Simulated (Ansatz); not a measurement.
Levels about the gap of amorphous Se72 (72 atoms in a cell of 1998 Å³, 4.72 g/cm³; zone centre alone, so wide bands show as single levels with stretches between that a denser mesh fills), at the geometry that PBE-D3(BJ) relaxed, where it gives 0.1 GPa on a denser mesh. The participation number counts the atoms over which a state spreads; weights are charges in smoothed Voronoi cells. The levels come from a single point, so bond lengths are those of that geometry. Method of the levels: PBE-D3(BJ), scalar-relativistic without spin-orbit coupling, PAW (Ansatz default set, large-core Se) (Ansatz, a first-principles code). Sampling: the zone centre alone; Fermi-Dirac width 0.05 eV; no spin polarisation.

A CHGNet melt-quench gave the starting glass, which DFT then relaxed. The hot cell started wider than the set density and was brought back towards it in steps. It is the lowest in DFT energy of 4 quenches. It is a model cell: composition and starting density were chosen by hand, and all elements were melted together. The geometry includes D3(BJ) dispersion. Its density started from a set value of 4.25 and ended at 4.72 g/cm³. The quench (nominally 18 K/ps over its main leg) was far faster than any real one, so the model tends to hold more defects than a real film. One small periodic cell is one sample of the glass; other quenches scatter about these values. Volume and shape were free in the relaxation. On a 2×2×2 Γ-centred mesh force components of up to 0.25 eV/Å stay, since the relaxation ran on one k-point at (1/4, 1/4, 1/4).

```tsv
E - E(highest filled), eV	filling	participation number	largest on	weight Se
-0.32	filled	22.0	Se, 2 neighbours	1.00
-0.26	filled	36.3	Se, 2 neighbours	1.00
-0.21	filled	31.2	Se, 2 neighbours	1.00
-0.19	filled	37.3	Se, 2 neighbours	1.00
-0.17	filled	29.9	Se, 2 neighbours	1.00
-0.03	filled	25.2	Se, 2 neighbours	1.00
0.00	filled	29.6	Se, 2 neighbours	1.00
0.78	empty	17.8	Se, 2 neighbours	1.00
0.82	empty	35.4	Se, 3 neighbours	1.00
0.88	empty	34.6	Se, 2 neighbours	1.00
0.98	empty	40.8	Se, 2 neighbours	1.00
1.02	empty	37.8	Se, 2 neighbours	1.00
1.10	empty	40.4	Se, 2 neighbours	1.00
1.17	empty	36.8	Se, 2 neighbours	1.00
```

Most localised among these is the empty level at +0.78 eV, on a Se atom, which has 2 neighbours (Se 2.44 Å, Se 2.46 Å).
